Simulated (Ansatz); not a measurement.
An Ansatz (an electronic-structure program) input (r2SCAN+rVV10 (Ansatz; PAW; 500 eV plane waves; without spin-orbit coupling)):

Ansatz 0.2 input:
```yaml
crystal:
  lattice:
    - [3.7306878955, 0, 0]
    - [-1.8653439477, 3.2308704911, 0]
    - [0, 0, 5.25609783]
  atoms:
    - { symbol: Pt, position: [0, 0, 0] }
    - { symbol: Se, position: [0.6666666667, 0.3333333333, 0.2469935794] }
    - { symbol: Se, position: [0.3333333333, 0.6666666667, 0.7530064206] }
basis: { ecutwfc: 500, ecutrho_ratio: 4, xc_grid: 4, fft_grid_basis: typed }
kpoints: { mp_grid: { grid: [14, 14, 9] } }
hamiltonian:
  xc: r2scan
  dispersion: rvv10
  pseudopotentials: { kind: paw }
scf: { occupations: { method: fermi_dirac, width: 0.05 }, convergence: { dr2_threshold: 0.0000000003 } }
output: { forces: true, stress: true }
```

Problem. Which symmetry and how many k-points will the program report, and about how many plane waves at Γ?

Solution. Space group P-3m1 (ITA 164) with 12 operations, k-points 184 of 1764, and 1651 plane waves at Γ.

Whether these cells are dynamically stable was not tested. The final runs are not spin-polarised. The cell is PtSe$_{2}$ in the CdI2 type structure (space group P-3m1, No. 164; layered, stacked along the Cartesian z axis).
